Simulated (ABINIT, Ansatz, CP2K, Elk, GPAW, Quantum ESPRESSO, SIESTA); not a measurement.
## Code comparison for a sheet of PtSe2 (3 atoms in the cell)

Self-consistent single point, at a second geometry (lattice scaled in the plane by 0.98). First geometry:

```yaml
crystal:
  lattice:
    - [3.61926, 0.00000, 0.00000]
    - [-1.80963, 3.13437, 0.00000]
    - [0.00000, 0.00000, 16.98204]
  atoms:
    - { symbol: Pt, position: [0.00000, 0.00000, 0.50000] }
    - { symbol: Se, position: [0.33333, 0.66667, 0.58780] }
    - { symbol: Se, position: [0.66667, 0.33333, 0.41220] }
```

Shared settings, as Ansatz (a first-principles code) writes them: kpoints.mp_grid.grid = 9 9 1; scf.occupations.method = gaussian; scf.occupations.width = 0.01 Ry. Potentials and cutoffs stand in the table.

```
code                                                                                                                                model  ΔF from the first geometry (meV/atom)  largest force (eV/Å)  gap on the mesh (eV)       cutoff
----------------  -----------------------------------------------------------------------------------------------------------------------  -------------------------------------  --------------------  --------------------  -----------
ABINIT                                                                                                        PBE, PAW (JTH v2.0 PBE PAW)                                   16.4                 0.667                 0.692        21 Ha
SIESTA            GGA PBE, numerical atomic orbitals DZP, PseudoDojo PBE standard norm-conserving potentials (rewritten from UPF to PSML)                                   28.4                 0.101                 0.784  grid 300 Ry
Elk                                                                 PBE, all-electron FP-LAPW, Elk's shipped species files, LAPW+lo basis                                   13.4                     –                 0.734   rgkmax 7.5
CP2K                                                              PBE, GPW, DZVP-MOLOPT-SR-GTH basis, GTH-PBE potentials (GTH_POTENTIALS)                                   19.4                 0.620                 0.778  grid 500 Ry
GPAW                                                                                         PBE, GPAW PAW datasets PBE (gpaw-data 1.0.1)                                   14.1                 0.712                     –       550 eV
Quantum ESPRESSO                                                                        PBE, SSSP 1.1.2 efficiency (PBE) pseudopotentials                                   13.3                 0.746                 0.719        40 Ry
Ansatz                                                                                                             PBE, default PAW files                                   14.0                 0.736                 0.725      default
```

A dash marks a value that a program does not give, or that is left out as unsure.

No gap is tabulated for GPAW: it is not read from that output, or partly filled or unconverged empty levels leave it unsure.

Gaps are read on the mesh.

On Ansatz's run: spin-orbit coupling is off.

The spread over the programs that give each value: ΔF from the first geometry within 15.1 meV/atom; largest force within 0.645 eV/Å; gap on the mesh within 0.092 eV.

SIESTA and CP2K use small atom-centred bases, whose incompleteness enters pressures, forces and empty levels differently from a plane-wave cutoff. Elk treats all electrons, but the usual bases taken here (sphere radii, linearisation, local orbitals, empty states) were not tested for convergence, so the values are no reference for the others. In the force vectors, SIESTA (by 0.623) and CP2K (by 0.103) lie more than 0.08 eV/Å from the median of the plane-wave programs.

The starting cell was generated: these elements placed on a structure prototype, without a prior relaxation; it need not be a known phase or ordering of this composition. Its lattice was rescaled in the plane by a random factor within 2.5 % of one. For this run, on top of that: lattice scaled in the plane by 0.98.

Left out of this page: FLEUR (with a known weakness of the program).

Keys are those of Ansatz 0.2.
